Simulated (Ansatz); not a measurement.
# How the equilibrium volume per atom of GeSe2 (model structure, started from the CdCl2 type, R-3m, No. 166, 3 atoms in the cell) moves with the method

No measured value is used here.

```tsv
level (code)	value (Å³/atom)
PBE (Ansatz)	(withheld)
PBEsol (Ansatz)	23.32
PBE-D3(BJ) (Ansatz)	22.65
```

Task: What belongs in the gaps?

Result: 
- PBE (Ansatz, a quantum-chemistry and plane-wave program), value (Å³/atom): 27.58

Ansatz's density-functional and Hartree–Fock values are scalar-relativistic unless marked +SOC, with PAW data made under PBE.

A model structure was made by putting elements into a prototype or built by hand; it is no filed structure, need not be a known phase, and can be a saddle point held by its symmetry.
